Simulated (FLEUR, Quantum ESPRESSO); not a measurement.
A Quantum ESPRESSO input for a self-consistent single point of Ti3Zn (I4/mmm, 4 atoms in the cell) (DFT, PBEsol, plane waves, PseudoDojo standard norm-conserving (PBESOL) pseudopotentials):

```fortran
&control
 calculation = 'scf'
 prefix = 'Ti3Zn'
 outdir = './work'
 pseudo_dir = './'
 tprnfor = .true.
 tstress = .true.
/
&system
 ibrav = 0
 nat = 4
 ntyp = 2
 ecutwfc = 85
 occupations = 'smearing'
 smearing = 'fermi-dirac'
 degauss = 0.0073499
 nspin = 2
 starting_magnetization(1) = 0.083
/
&electrons
 conv_thr = 1.0d-10
 mixing_beta = 0.3
/
ATOMIC_SPECIES
Ti    47.8670  Ti.upf
Zn    65.3800  Zn.upf
ATOMIC_POSITIONS crystal
Ti    0.75000000    0.25000000    0.50000000
Ti    0.25000000    0.75000000    0.50000000
Ti    0.50000000    0.50000000    0.00000000
Zn    0.00000000    0.00000000    0.00000000
K_POINTS automatic
6 6 6  0 0 0
CELL_PARAMETERS angstrom
  -1.94369200     1.94369200     4.14948600
   1.94369200    -1.94369200     4.14948600
   1.94369200     1.94369200    -4.14948600
```

Task: Translate this input to FLEUR.

Result: One input that does it (others would too):

Input of the input generator:

```
Ti3Zn
&input film=f /
-3.6730455506 3.6730455506 7.8413920980
3.6730455506 -3.6730455506 7.8413920980
3.6730455506 3.6730455506 -7.8413920980
1.0
1.0 1.0 1.0

4
22 0.7500000000 0.2500000000 0.5000000000 : 1.00
22 0.2500000000 0.7500000000 0.5000000000 : 1.00
22 0.5000000000 0.5000000000 0.0000000000 : 1.00
30 0.0000000000 0.0000000000 0.0000000000 : 0.00

&comp jspins=2 /
&exco xctyp='PBEs' /
&kpt div1=6 div2=6 div3=6 gamma=t /
&end /
```

```xml
<?xml version="1.0" encoding="UTF-8" standalone="no"?>
<fleurInput fleurInputVersion="0.39">
   <comment>
      Ti3Zn                                                                                               
   </comment>
   <calculationSetup>
      <cutoffs Kmax="4.2" Gmax="12.6" GmaxXC="12.6" numbands="0"/>
      <scfLoop itmax="60" minDistance="0.00001" maxIterBroyd="99" imix="Anderson" alpha="0.05" precondParam="0.0" spinf="2.0"/>
      <coreElectrons ctail="T" frcor="F" kcrel="0" coretail_lmax="0"/>
      <xcFunctional name="PBEs" relativisticCorrections="F"/>
      <magnetism jspins="2"/>
      <soc l_soc="F" theta="0.0" phi="0.0" spav="F"/>
      <expertModes spex="0" secvar="F"/>
      <geometryOptimization l_f="T" forcealpha="1.0" forcemix="BFGS" epsdisp="0.00001" epsforce="0.00001"/>
      <ldaU l_linMix="F" mixParam="0.05" spinf="1.0"/>
   </calculationSetup>
   <cell>
      <bzIntegration valenceElectrons="48.0" mode="hist" fermiSmearingEnergy="0.00367493">
         <kPointListSelection listName="default-1"/>
         <!-- k-points included here -->
         <xi:include xmlns:xi="http://www.w3.org/2001/XInclude" href="kpts.xml"> </xi:include>
      </bzIntegration>
      <!-- symmetry operations included here -->
      <xi:include xmlns:xi="http://www.w3.org/2001/XInclude" href="sym.xml"> </xi:include>
      <bulkLattice scale="1.0">
         <bravaisMatrix>
            <row-1>   -3.6730455505999999     3.6730455505999999     7.8413920980000000</row-1>
            <row-2>    3.6730455505999999    -3.6730455505999999     7.8413920980000000</row-2>
            <row-3>    3.6730455505999999     3.6730455505999999    -7.8413920980000000</row-3>
         </bravaisMatrix>
      </bulkLattice>
   </cell>
   <atomSpecies>
      <species name="Titanium (1.000" element="Ti" atomicNumber="22">
         <mtSphere radius="2.42" gridPoints="837" logIncrement="0.014"/>
         <atomicCutoffs lmax="10" lnonsphr="8"/>
         <electronConfig flipSpins="F">
            <coreConfig>(1s1/2) (2s1/2) (2p1/2) (2p3/2)</coreConfig>
            <valenceConfig>(3s1/2) (3p1/2) (3p3/2) (4s1/2) (3d3/2) (3d5/2)</valenceConfig>
            <stateOccupation state="(3d3/2)" spinUp="0.4" spinDown="0.4"/>
            <stateOccupation state="(3d5/2)" spinUp="1.1" spinDown="0.1"/>
         </electronConfig>
         <energyParameters s="4" p="4" d="3" f="4"/>
         <lo type="SCLO" l="0" n="3" eDeriv="0"/>
         <lo type="SCLO" l="1" n="3" eDeriv="0"/>
      </species>
      <species name="Zinc (Zn)" element="Zn" atomicNumber="30">
         <mtSphere radius="2.42" gridPoints="837" logIncrement="0.015"/>
         <atomicCutoffs lmax="10" lnonsphr="8"/>
         <electronConfig flipSpins="F">
            <coreConfig>(1s1/2) (2s1/2) (2p1/2) (2p3/2) (3s1/2) (3p1/2) (3p3/2)</coreConfig>
            <valenceConfig>(4s1/2) (3d3/2) (3d5/2)</valenceConfig>
         </electronConfig>
         <energyParameters s="4" p="4" d="3" f="4"/>
         <lo type="HELO" l="2" n="4" eDeriv="0"/>
      </species>
   </atomSpecies>
   <atomGroups>
      <atomGroup species="Titanium (1.000">
         <relPos label="                   1">-1.000/4.000 1.000/4.000 1.000/2.000</relPos>
         <relPos label="                   2">1.000/4.000 -1.000/4.000 1.000/2.000</relPos>
         <force calculate="T" relaxXYZ="TTT"/>
      </atomGroup>
      <atomGroup species="Titanium (1.000">
         <relPos label="                   3">1.000/2.000 1.000/2.000 .0000000000</relPos>
         <force calculate="T" relaxXYZ="TTT"/>
      </atomGroup>
      <atomGroup species="Zinc (Zn)">
         <relPos label="                   4">.0000000000 .0000000000 .0000000000</relPos>
         <force calculate="T" relaxXYZ="TTT"/>
      </atomGroup>
   </atomGroups>
   <output dos="F" band="F" slice="F">
      <checks vchk="F" cdinf="F"/>
      <bandDOS minEnergy="-.5*Htr" maxEnergy="0.5*Htr" sigma="0.015" storeEVData="T"/>
      <vacuumDOS vacdos="F" integ="F" star="F" nstars="0" locx1="0.0" locy1="0.0" locx2="0.0" locy2="0.0" nstm="0" tworkf="0.0"/>
      <unfoldingBand unfoldBand="F" supercellX="1" supercellY="1" supercellZ="1"/>
      <plotting iplot="0" polar="F">
         <plot TwoD="T" vec1="  1.0  0.0  0.0" vec2="  0.0  1.0  0.0" vec3="  0.0  0.0  1.0" zero="  0.0  0.0  0.0" file="plot"/>
      </plotting>
      <chargeDensitySlicing numkpt="0" minEigenval="0.0" maxEigenval="0.0" nnne="0" pallst="F"/>
      <specialOutput eonly="F"/>
      <magneticCircularDichroism mcd="F" energyLo="-10.0" energyUp="0.0"/>
   </output>
  <!-- We include the file relax.xml here to enable relaxations (see documentation) -->
  <xi:include xmlns:xi="http://www.w3.org/2001/XInclude" href="relax.xml"> <xi:fallback/> </xi:include>
</fleurInput>
```

Basis settings and potentials, where a program has them, do not carry over. This input uses DFT, PBEsol, all-electron FLAPW (FLEUR), scalar-relativistic valence. Both were run: size of the net moment 0.00 μB/atom in Quantum ESPRESSO and 0.00 in FLEUR.

On FLEUR: the starting cell comes from a database of computed structures (which also holds hypothetical and non-ambient phases and stackings), without a prior relaxation at this level. Its lattice was rescaled by a random factor within 2.5 % of one. The starting moments vanished: the run ended non-magnetic. Values depend on the basis (sphere radii, cutoffs, local orbitals), which need not be converged.

On Quantum ESPRESSO: the starting cell comes from a database of computed structures (which also holds hypothetical and non-ambient phases and stackings), without a prior relaxation at this level. Its lattice was rescaled by a random factor within 2.5 % of one. The starting moments vanished: the run ended non-magnetic.
